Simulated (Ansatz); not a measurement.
Si (diamond structure), Σ11 (113) [1-10] symmetric tilt. One As atom replaces one Si atom in a bicrystal of 56 atoms (one solute to 50 Å² of one boundary, a high coverage); atoms relaxed, cell held. Energies count from the site farthest from both boundaries, which lies only 5.6 Å away; negative means that the solute is drawn to the site. The cell is neutral, and spin is allowed where the electrons are odd. k-points: Γ-centred 2×6×1 mesh; occupations: Fermi-Dirac, 0.050 eV; spin-polarised, moments started parallel. Scalar-relativistic, no spin-orbit coupling.

Sites tried, by distance from the nearest boundary plane (Å): 0.69, 0.69, 1.13, 2.35.

Problem. Does As segregate by Ansatz (a quantum-chemistry and plane-wave program) with PBE, and with what energy at each site?

Solution. 0.69 Å: -0.14 eV; 0.69 Å: -0.14 eV; 1.13 Å: -0.51 eV; 2.35 Å: -0.25 eV. The most favoured site tried binds it by 0.51 eV.
